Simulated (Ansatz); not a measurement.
Start from PbTe in the rock salt structure (space group Fm-3m, No. 225; a = 6.380 Å). Axes: x, y, z lie along the cube axes.

Method: LDA, PAW, 420 eV (Ansatz, an electronic-structure program; no spin-orbit coupling).

Strains are applied to the cell and any free atomic positions relax.

One change was made to it. Results:

```json
[
 {"quantity": "energy relative to the base (free energy F)", "base": "0 meV/atom", "after": "+0.5 meV/atom"},
 {"quantity": "pressure (mean of the normal stresses, compression positive)", "base": "0.00 GPa", "after": "0.00 GPa"},
 {"quantity": "band gap", "base": "0.57 eV", "after": "0.48 eV"}
]
```

**Question.** What was done to the base?
A. tensor shear ε_xy = +1.43 %
B. tensor shear ε_xy = +0.86 %
C. tensor shear ε_xy = +0.29 %

**Answer.** B, tensor shear ε_xy = +0.86 %. For comparison, the band gap in the other runs: tensor shear ε_xy = +1.43 % gives 0.41 eV; tensor shear ε_xy = +0.29 % gives 0.54 eV.

Spin-orbit coupling, missing from the scalar runs, can matter with Pb and Te. No phonon test of stability was made.
